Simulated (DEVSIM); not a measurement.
Structure: Cr/La2O3/p-Ge capacitor, at 400 K.

```
layer (left to right)  material  thickness (nm)  Na (cm⁻³)
---------------------  --------  --------------  ---------
1                         La2O3            5.00          -
2                            Ge           18000     1.1e15
```

Metal gate on the left, work function 4.5 eV. Fixed charge at the semiconductor interface 0 cm⁻² (in units of +e); no interface traps.

Constants are typed, rounded textbook-type inputs, not results; the design itself was drawn at random and stands for no fabricated device. Values at 300 K; Nc and Nv go as T^1.5, mobilities as T to minus their exponent, the gap by Varshni's rule with the affinity fixed.

```
parameter         La2O3        Ge
----------------  -----  --------
gap (eV)            5.8     0.664
affinity (eV)       1.8         4
permittivity         27        16
Nc (cm⁻³)             -   1.04e19
Nv (cm⁻³)             -      6e18
Varshni α (eV/K)      -  0.000477
Varshni β (K)         -       235
```

DEVSIM, 1D Poisson equation in equilibrium, Boltzmann statistics, complete ionisation; no quantum confinement or tunnelling. Metal contacts follow the ideal Schottky-Mott rule: no Fermi-level pinning, no interface dipoles.

Q: Tabulate band edges, carrier densities and field at 0.25 V on the gate.

A: Energies count from the Fermi level of the right contact; mesh points crowd at the junctions.

```tsv
x (μm)	Ec (eV)	Ev (eV)	n (cm⁻³)	p (cm⁻³)	field (V/cm)
0.000	2.450	-3.350	< 1e2	< 1e2	5300
0.001374	2.451	-3.349	< 1e2	< 1e2	5300
0.003340	2.452	-3.348	< 1e2	< 1e2	5300
0.004780	2.453	-3.348	< 1e2	< 1e2	5300
0.007047	0.254	-0.370	1.0e16	2.0e14	8700
0.01185	0.258	-0.366	8.9e15	2.3e14	8100
0.02384	0.268	-0.357	6.8e15	3.0e14	7000
0.06936	0.292	-0.332	3.3e15	6.1e14	4200
0.1675	0.318	-0.306	1.6e15	1.3e15	1600
0.4124	0.333	-0.291	1.0e15	2.0e15	140
1.024	0.335	-0.290	9.8e14	2.1e15	≈ 0
3.346	0.335	-0.290	9.8e14	2.1e15	≈ 0
8.350	0.335	-0.290	9.8e14	2.1e15	≈ 0
14.02	0.335	-0.290	9.8e14	2.1e15	≈ 0
16.83	0.335	-0.290	9.8e14	2.1e15	≈ 0
17.52	0.335	-0.290	9.8e14	2.1e15	≈ 0
17.81	0.335	-0.290	9.8e14	2.1e15	≈ 0
17.93	0.335	-0.290	9.8e14	2.1e15	≈ 0
17.98	0.335	-0.290	9.8e14	2.1e15	≈ 0
18.00	0.335	-0.290	9.8e14	2.1e15	≈ 0
18.00	0.335	-0.290	9.8e14	2.1e15	≈ 0
18.00	0.335	-0.290	9.8e14	2.1e15	≈ 0
```
